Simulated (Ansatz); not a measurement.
# CuI (model structure, within 0.1 Å of P4/nmm, No. 129, 8 atoms in the cell)

All values below come from PBEsol (Ansatz, a first-principles code, plane waves, PAW).

Settings: plane-wave cutoff 500 eV, 4×10×8 k mesh (along the axes of the cell as run), Fermi–Dirac smearing 0.05 eV, no spin polarisation, scalar-relativistic PAW data made under PBE.

Cell (relaxed at this level):

```cif
data_Cu4I4
_chemical_formula_sum 'Cu4 I4'
_space_group_name_H-M_alt 'P 1'
_space_group_IT_number 1
_cell_length_a 12.91387
_cell_length_b 4.00606
_cell_length_c 4.00675
_cell_angle_alpha 90.000
_cell_angle_beta 90.000
_cell_angle_gamma 90.000
loop_
_space_group_symop_operation_xyz
  'x, y, z'
loop_
_atom_site_label
_atom_site_type_symbol
_atom_site_fract_x
_atom_site_fract_y
_atom_site_fract_z
_atom_site_occupancy
Cu1 Cu 0.25000 0.25000 0.24990 1
Cu2 Cu 0.25000 0.75000 0.74990 1
Cu3 Cu 0.75000 0.75000 0.75010 1
Cu4 Cu 0.75000 0.25000 0.25010 1
I1 I 0.88100 0.25000 0.75016 1
I2 I 0.61900 0.75000 0.25016 1
I3 I 0.11900 0.75000 0.24984 1
I4 I 0.38100 0.25000 0.74984 1
```

```
Quantity                        Value
--------  ---------------------------
band gap  1.52 eV (on the SCF k mesh)
```

Note: the cell has widely spaced layers and the level no dispersion term, so their spacing and the moduli can rest on weak binding.

Spin–orbit coupling is not included; with these elements it can move the gap by several tenths of an eV or more.

Static lattice: no zero-point or thermal effects.

Cost on a shared machine: about 27 core-minutes (a rough figure).

A model structure was made by putting elements into a prototype or built by hand; it is no filed structure, need not be a known phase, and can be a saddle point held by its symmetry.
